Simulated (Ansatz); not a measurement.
Response to strain in CdSe

Consider CdSe in the zinc blende structure (space group F-43m, No. 216).

```yaml
crystal:
  lattice:
    - [0.00000, 3.00374, 3.00374]
    - [3.00374, 0.00000, 3.00374]
    - [3.00374, 3.00374, 0.00000]
  atoms:
    - { symbol: Cd, position: [0.00000, 0.00000, 0.00000] }
    - { symbol: Se, position: [0.25000, 0.25000, 0.25000] }
```

Cartesian axes are those of the cell as printed.

Strains are applied to the cell and any free atomic positions relax; under biaxial strain the out-of-plane vector relaxes too.

Calculations: LDA (Ansatz, an electronic-structure program), no spin-orbit coupling.

Notes on the quantities. in-plane stress: mean in-plane stress (compression positive).

| change | out-of-plane strain | in-plane stress | electron mass |
|---|---|---|---|
| base | – | – | 0.041 mₑ (at Γ) |
| biaxial strain −3.00 %, plane normal [001], relaxed out of plane | +4.29 % | +1.5 GPa | 0.055 mₑ out of plane, 0.036 mₑ in plane (at Γ) |
| biaxial strain −2.00 %, plane normal [001], relaxed out of plane | +2.89 % | +1.0 GPa | 0.050 mₑ out of plane, 0.038 mₑ in plane (at Γ) |
| biaxial strain −1.00 %, plane normal [001], relaxed out of plane | +1.46 % | +0.5 GPa | 0.046 mₑ out of plane, 0.039 mₑ in plane (at Γ) |
| biaxial strain −0.50 %, plane normal [001], relaxed out of plane | +0.74 % | +0.2 GPa | 0.043 mₑ out of plane, 0.040 mₑ in plane (at Γ) |
| biaxial strain +0.50 %, plane normal [001], relaxed out of plane | -0.73 % | -0.2 GPa | 0.038 mₑ out of plane, 0.041 mₑ in plane (at Γ) |
| biaxial strain +1.00 %, plane normal [001], relaxed out of plane | -1.48 % | -0.4 GPa | 0.036 mₑ out of plane, 0.042 mₑ in plane (at Γ) |
| biaxial strain +1.50 %, plane normal [001], relaxed out of plane | -2.24 % | -0.7 GPa | 0.033 mₑ out of plane, 0.042 mₑ in plane (at Γ) |
| biaxial strain +2.00 %, plane normal [001], relaxed out of plane | -3.01 % | -0.9 GPa | 0.031 mₑ out of plane, 0.043 mₑ in plane (at Γ) |
| biaxial strain +3.00 %, plane normal [001], relaxed out of plane | ___ | ___ | – |

Q: Fill in the withheld entries from the trend.

A: 
- biaxial strain +3.00 %, plane normal [001], relaxed out of plane, out-of-plane strain: -4.55 %
- biaxial strain +3.00 %, plane normal [001], relaxed out of plane, in-plane stress: -1.3 GPa

The levels and masses belong to the bands next to the band gap. Masses are band curvatures over ±0.01 Å⁻¹ around the edge. Stability against distortions was not tested.
